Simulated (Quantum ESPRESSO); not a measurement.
Short convergence ladders for Zr2Au (I4mm, 3 atoms in the cell)

```xyz
3
Lattice="-1.6551 1.6551 5.8430 1.6551 -1.6551 5.8430 1.6551 1.6551 -5.8430" Properties=species:S:1:pos:R:3 pbc="T T T"
Zr     0.0000     0.0000     7.7592
Zr     0.0000     0.0000     3.9767
Au     0.0000     0.0000     0.0000
```

Base method: PBEsol, GBRV 1.5 ultrasoft (PBESOL) pseudopotentials (plane waves; Quantum ESPRESSO).

Base settings: ecutwfc = 40 Ry; ecutrho = 320 Ry; occupations = smearing; smearing = fermi-dirac; degauss = 0.0073499 Ry; potentials = {Zr: zr_pbesol_v1.uspp.F.UPF, Au: au_pbesol_v1.uspp.F.UPF}; K_POINTS = automatic 5 5 5 0 0 0; conv_thr = 1e-10 Ry.

The count of work is k-points × plane waves × bands × iterations; it is no time. Core times come from one kind of shared machine, to one figure; runs under 30 s give none.

**The plane-wave cutoff**

Moved along: ecutrho.

The second cell is the first with its lattice scaled by 0.98.

The mesh stays at the base's, so the ladder's end is converged at best in this setting alone.

Only quantities that move along the ladder and can be compared are tabulated.

| ecutwfc | free energy less the last step's (meV/atom) | energy of the compressed cell less the first (meV/atom) | pressure (GPa) | largest difference of a force vector from the last step's (eV/Å) | count of work / last | core time / last (rough) |
|---|---|---|---|---|---|---|
| 14 Ry | 4678.64 | 54.11 | -167.21 | 0.262 | 0.053 | – |
| 18 Ry | 547.40 | -21.35 | -33.92 | 0.049 | 0.082 | – |
| 22 Ry | 42.53 | -9.32 | -7.97 | 0.001 | 0.11 | 0.1 |
| 28 Ry | 5.15 | -8.86 | -4.75 | 0.001 | 0.16 | 0.2 |
| 40 Ry | 3.34 | -8.91 | -4.75 | 0.000 | 0.27 | 0.2 |
| 96 Ry | 0.00 | -8.93 | -4.75 | 0.000 | 1.0 | 1 |

Coarsest ecutwfc that holds the pressure within 1 GPa of the last step, with all finer ones: 28 Ry, at 0.16 of the last step's count of work and about 0.2 of the last step's time; the step before is off by 3.2 GPa.

Coarsest ecutwfc that holds the energy of the compressed cell less the first within 1 meV/atom of the last step, with all finer ones: 22 Ry, at 0.11 of the last step's count of work and about 0.1 of the last step's time; the step before is off by 12 meV/atom.

Coarsest ecutwfc that holds the free energy within 2 meV/atom: not settled: the last two steps still differ by 3.3 meV/atom, over half the tolerance, so the ladder does not show it.

At the lowest cutoff the pressure lies 162 GPa under the last step's, the usual sign of Pulay stress in an incomplete plane-wave basis.

**The cutoff for other potential files**

Level: DFT, PBEsol, plane waves, PSlibrary PAW (PBE) pseudopotentials.

In this ladder: pseudopotentials = {Zr: Zr.pbe-spn-kjpaw_psl.1.0.0.UPF, Au: Au.pbe-n-kjpaw_psl.1.0.0.UPF}; input_dft = pbesol. Moved along: ecutrho.

The second cell is the first with its lattice scaled by 0.98.

The mesh stays at the base's, so the ladder's end is converged at best in this setting alone.

Only quantities that move along the ladder and can be compared are tabulated.

| ecutwfc | free energy less the last step's (meV/atom) | energy of the compressed cell less the first (meV/atom) | pressure (GPa) | largest difference of a force vector from the last step's (eV/Å) | count of work / last | core time / last (rough) |
|---|---|---|---|---|---|---|
| 25 Ry | 720.48 | -10.58 | -24.96 | 0.078 | 0.17 | 0.2 |
| 38 Ry | 39.07 | -6.42 | -5.76 | 0.005 | 0.32 | 0.4 |
| 55 Ry | 11.89 | -6.61 | -4.70 | 0.000 | 0.52 | 0.7 |
| 82 Ry | 0.00 | -6.74 | -4.55 | 0.000 | 1.0 | 1 |

Coarsest ecutwfc that holds the forces within 0.005 eV/Å of the last step, with all finer ones: 38 Ry, at 0.32 of the last step's count of work and about 0.4 of the last step's time; the step before is off by 0.078 eV/Å.

Coarsest ecutwfc that holds the energy of the compressed cell less the first within 1 meV/atom of the last step, with all finer ones: 38 Ry, at 0.32 of the last step's count of work and about 0.4 of the last step's time; the step before is off by 3.8 meV/atom.

Coarsest ecutwfc that holds the free energy within 5 meV/atom: not settled: the last two steps still differ by 12 meV/atom, over half the tolerance, so the ladder does not show it.

At the lowest cutoff the pressure lies 20.4 GPa under the last step's, the usual sign of Pulay stress in an incomplete plane-wave basis.

**The relaxed cell against the cutoff**

On Zr2Au (I4/mmm, 3 atoms in the cell): atoms on their sites.

In this ladder: calculation = vc-relax; tprnfor = default; tstress = default. Moved along: ecutrho.

The mesh stays at the base's, so the ladder's end is converged at best in this setting alone.

Only quantities that move along the ladder and can be compared are tabulated.

```csv
ecutwfc,relaxed volume (Å³/atom),relaxation steps,core time / last (rough)
20 Ry,19.668,6,0.2
28 Ry,20.507,5,0.4
40 Ry,20.507,5,0.7
60 Ry,20.505,5,1
```

Coarsest ecutwfc that holds the relaxed volume within 0.041 Å³/atom of the last step, with all finer ones: 28 Ry, at about 0.4 of the last step's time; the step before is off by 0.84 Å³/atom.

At the lowest cutoff the cell relaxes to a volume 4.1 % smaller than at the highest.

On the base run: the starting cell comes from a database of computed structures (which also holds hypothetical and non-ambient phases and stackings), without a prior relaxation at this level. Its lattice was rescaled by up to half a per cent. One atom was moved a little off its site on purpose. Without a gap this mesh is coarse (it stands for a supercell whose shortest vector is 17 Å).
